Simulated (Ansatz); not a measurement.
Cell of fcc Cu (1 1 1) on germanium (1 1 1) (film strained to the substrate, started from cuts of the bulks and a machine-learned relaxation), relaxed at this level with a, b, gamma of the cell held:

```
CELL_PARAMETERS angstrom
      7.05414    -0.00032     0.07579
      3.52666     6.10891     0.10175
      2.31930    -1.27651    24.33044
ATOMIC_POSITIONS crystal
  Ge 0.88117 0.38469 0.03813
  Ge 0.70662 0.12020 0.03852
  Ge 0.14243 0.94365 0.03828
  Ge 0.86527 0.49617 0.13661
  Ge 0.53946 0.15857 0.13688
  Ge 0.20121 0.83323 0.13657
  Ge 0.18304 0.17140 0.17138
  Ge 0.85602 0.83524 0.17155
  Ge 0.52014 0.49866 0.17129
  Ge 0.13849 0.18877 0.27448
  Ge 0.81171 0.84858 0.27435
  Ge 0.47136 0.51593 0.27440
  Ge 0.46091 0.85601 0.30394
  Ge 0.12409 0.52398 0.31089
  Ge 0.79087 0.19024 0.31100
  Ge 0.41504 0.87306 0.40459
  Ge 0.07823 0.54129 0.41382
  Ge 0.74306 0.20800 0.41638
  Ge 0.72184 0.55897 0.44547
  Ge 0.39269 0.20431 0.44578
  Ge 0.07618 0.87608 0.44583
  Ge 0.58698 0.69110 0.54437
  Ge 0.32539 0.12607 0.54458
  Ge 0.15001 0.86484 0.54473
  Cu 0.36867 0.64725 0.62330
  Cu 0.94661 0.80423 0.62354
  Cu 0.53132 0.94958 0.62339
  Cu 0.06693 0.11198 0.62444
  Cu 0.65715 0.23497 0.62449
  Cu 0.22637 0.37557 0.62364
  Cu 0.79620 0.52540 0.62309
  Cu 0.80889 0.29902 0.70850
  Cu 0.38157 0.43645 0.70747
  Cu 0.95360 0.58053 0.70644
  Cu 0.52083 0.72678 0.70715
  Cu 0.09855 0.86657 0.70792
  Cu 0.67045 0.00788 0.70793
  Cu 0.24107 0.14875 0.70791
  Cu 0.24986 0.92655 0.79238
  Cu 0.82176 0.06884 0.79203
  Cu 0.39429 0.21334 0.79137
  Cu 0.96637 0.35500 0.79186
  Cu 0.53487 0.49914 0.79136
  Cu 0.10730 0.63870 0.79108
  Cu 0.68044 0.78080 0.79099
  Cu 0.68778 0.55823 0.87524
  Cu 0.25922 0.70073 0.87529
  Cu 0.83538 0.83775 0.87507
  Cu 0.40901 0.98717 0.87469
  Cu 0.97485 0.12989 0.87734
  Cu 0.54869 0.27354 0.87571
  Cu 0.12099 0.41244 0.87563
  Cu 0.15434 0.18584 0.95972
  Cu 0.68052 0.35300 0.96073
  Cu 0.27309 0.47509 0.95883
  Cu 0.84223 0.61420 0.95911
  Cu 0.41487 0.76505 0.95843
  Cu 0.98683 0.88257 0.95957
  Cu 0.56582 0.04274 0.95902
```

Level of theory: PBE (plane waves to 420 eV, PAW; Ansatz, a program for electronic structure). Scalar-relativistic, without spin–orbit coupling; the runs are not spin-polarised. Its k-point mesh 4×4×1, Fermi–Dirac width 0.05 eV.

Problem. Give the plane-averaged electrostatic potential energy of an electron along the normal (the smooth PAW potential), about its mean over the cell.

Solution. (z (Å), V (eV)): (0.000, 4.77); (0.270, 3.90); (0.405, 3.01); (0.675, 1.37); (0.811, 0.86); (1.081, 0.94); (1.216, 1.55); (1.486, 3.53); (1.621, 4.74); (1.891, 6.74); (2.026, 7.13); (2.297, 6.83); (2.432, 6.09); (2.702, 3.52); (2.837, 2.14); (3.107, -0.36); (3.242, -1.46); (3.512, -3.35); (3.647, -3.82); (3.918, -3.63); (4.053, -2.95); (4.323, -0.90); (4.458, 0.24); (4.728, 2.86); (4.863, 4.28); (5.133, 6.60); (5.268, 7.14); (5.539, 7.21); (5.674, 6.76); (5.944, 4.60); (6.079, 3.17); (6.349, 0.47); (6.484, -0.73); (6.754, -2.85); (6.890, -3.58); (7.160, -3.92); (7.295, -3.51); (7.565, -1.66); (7.700, -0.56); (7.970, 1.91); (8.105, 3.28); (8.376, 5.87); (8.511, 6.72); (8.781, 7.24); (8.916, 7.00); (9.186, 5.44); (9.321, 4.20); (9.591, 1.48); (9.726, 0.25); (9.997, -1.99); (10.132, -2.99); (10.402, -3.96); (10.537, -3.86); (10.807, -2.58); (10.942, -1.52); (11.212, 0.95); (11.348, 2.30); (11.618, 5.12); (11.753, 6.25); (12.023, 7.20); (12.158, 7.15); (12.428, 5.85); (12.563, 4.67); (12.834, 2.39); (12.969, 1.52); (13.239, 0.74); (13.374, 0.93); (13.644, 2.25); (13.779, 3.13); (14.049, 4.69); (14.184, 4.81); (14.455, 1.57); (14.590, -1.68); (14.860, -7.96); (14.995, -9.83); (15.265, -10.33); (15.400, -8.96); (15.670, -3.27); (15.805, 0.24); (16.076, 4.77); (16.211, 5.13); (16.481, 2.20); (16.616, -1.00); (16.886, -7.49); (17.021, -9.52); (17.291, -10.32); (17.427, -9.10); (17.697, -3.62); (17.832, -0.12); (18.102, 4.65); (18.237, 5.14); (18.507, 2.49); (18.642, -0.63); (18.913, -7.23); (19.048, -9.37); (19.318, -10.42); (19.453, -9.32); (19.723, -4.04); (19.858, -0.52); (20.128, 4.52); (20.263, 5.14); (20.534, 2.79); (20.669, -0.22); (20.939, -6.88); (21.074, -9.15); (21.344, -10.45); (21.479, -9.48); (21.749, -4.42); (21.885, -0.92); (22.155, 4.35); (22.290, 5.11); (22.560, 2.99); (22.695, 0.05); (22.965, -6.69); (23.100, -9.06); (23.371, -10.60); (23.506, -9.75); (23.776, -4.95); (23.911, -1.51); (24.181, 3.89)
